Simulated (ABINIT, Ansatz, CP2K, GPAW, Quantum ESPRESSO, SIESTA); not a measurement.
# One structure in several programs: Be (P6_3/mmc, 2 atoms in the cell)

Self-consistent single point.

```
Be
1.0
    1.14500    -1.98320     0.00000
    1.14500     1.98320     0.00000
    0.00000     0.00000     3.58000
Be
2
Direct
  0.33333   0.66667   0.25000
  0.66667   0.33333   0.75000
```

All programs got the same cell, k-point mesh and kind of occupations (in Ansatz's words: kpoints.mp_grid.grid = 16 16 9; scf.occupations.method = fermi_dirac; scf.occupations.width = 0.1 eV); potentials, basis and cutoffs are each program's usual ones.

| code | model | pressure (GPa) | k-points | cutoff |
|---|---|---|---|---|
| Quantum ESPRESSO | PBE, PSlibrary ultrasoft (PBE) pseudopotentials | -3.32 | 150 | 40 Ry |
| CP2K | PBE, GPW, DZVP-MOLOPT-SR-GTH basis, GTH-PBE potentials (GTH_POTENTIALS) | -3.27 | 1154 | grid 600 Ry |
| SIESTA | GGA PBE, numerical atomic orbitals TZP, PseudoDojo PBE standard norm-conserving potentials (rewritten from UPF to PSML) | -5.38 | 1168 | grid 300 Ry |
| ABINIT | PBE, norm-conserving pseudopotentials (PseudoDojo nc-sr-05 PBE standard) | -2.40 | 150 | 1197 eV |
| Ansatz | PBE, default PAW files | -3.22 | 150 | default |
| GPAW | PBE, GPAW PAW datasets PBE (gpaw-data 1.0.1) | -1.70 | 150 | 800 eV |

The spread over the programs that give each value: pressure within 3.68 GPa.

The starting cell has typed, rounded lattice constants, without a prior relaxation at this level. On Ansatz's run: In the base run, with a pressure of about -3 GPa the cell is away from its equilibrium volume at this level.

Task: Why do the programs differ, and what cannot be compared?

Result: Differences of this kind can come from the potentials, where these differ, and from what each basis and cutoff leave unconverged. The valence holds different numbers of electrons (Quantum ESPRESSO 4, CP2K 8, SIESTA 8, ABINIT 8, Ansatz (a quantum-chemistry and plane-wave program) 4, GPAW 4). The zero of total energies and Fermi levels follows the potentials and each program's conventions, so they are not compared here. CP2K and SIESTA use small atom-centred bases, whose incompleteness enters pressures, forces and empty levels differently from a plane-wave cutoff. Ansatz's pressure is given at a fixed set of plane waves, as the other plane-wave codes print theirs; with its correction for the finite basis it is -3.18 GPa. The programs reduce the same mesh by symmetry to different extents, which changes the work and not the result. In the pressure, SIESTA (by 2.57) and GPAW (by 1.11) lie more than 1 GPa from the median of the plane-wave programs.

Left out of this page: Elk and FLEUR (not drawn, or without a comparable value).

Keys are those of Ansatz 0.2.
